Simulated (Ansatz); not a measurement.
TaSi2 (P6₄22, No. 181)

The numbers are results of r²SCAN in Ansatz (plane waves, PAW), not measurements.

Numerical settings: plane-wave cutoff 560 eV, 12×12×8 k mesh (along the axes of the cell as run), Fermi–Dirac smearing 0.05 eV, scalar-relativistic PAW data made under PBE.

Cell (relaxed at this level):

```yaml
crystal:
  lattice:
    - [4.78053, 0.00000, 0.00000]
    - [-2.39027, 4.14006, 0.00000]
    - [0.00000, 0.00000, 6.55770]
  atoms:
    - { symbol: Ta, position: [0.50000, 0.00000, 0.00000] }
    - { symbol: Ta, position: [0.50000, 0.50000, 0.66667] }
    - { symbol: Ta, position: [0.00000, 0.50000, 0.33333] }
    - { symbol: Si, position: [0.15837, 0.31673, 0.00000] }
    - { symbol: Si, position: [0.84163, 0.15837, 0.66667] }
    - { symbol: Si, position: [0.68327, 0.84163, 0.33333] }
    - { symbol: Si, position: [0.84163, 0.68327, 0.00000] }
    - { symbol: Si, position: [0.15837, 0.84163, 0.66667] }
    - { symbol: Si, position: [0.31673, 0.15837, 0.33333] }
```

```json
{
 "band_gap": "none"
}
```

Spin–orbit coupling is not included; it can open a gap where bands touch, and shift volumes and moduli.

Ansatz is an electronic-structure program.
